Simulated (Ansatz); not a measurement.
Consider Ag in the fcc (Cu type) structure (space group Fm-3m, No. 225; a = 4.104 Å; relaxed with 0.1 eV smearing). Axes: x, y, z lie along the cube axes.

Calculations: DFT with r2SCAN, PAW potentials and a 500 eV plane-wave cutoff in Ansatz (an electronic-structure program), without spin-orbit coupling.

Strains are applied to the cell and any free atomic positions relax.

One change was made to it. Results:

```tsv
quantity	base	after
energy relative to the base (free energy F)	0 meV/atom	+1.6 meV/atom
pressure (mean of the normal stresses, compression positive)	0.0 GPa	1.6 GPa
```

**Question.** What was done to the base?
A) uniaxial strain ε_zz = −3.00 %
B) uniaxial strain ε_zz = −1.50 %
C) uniaxial strain ε_zz = −2.00 %

**Answer.** B, uniaxial strain ε_zz = −1.50 %. For comparison, the energy relative to the base in the other runs: uniaxial strain ε_zz = −2.00 % gives +2.8 meV/atom; uniaxial strain ε_zz = −3.00 % gives +6.4 meV/atom.

Stability against distortions was not tested.
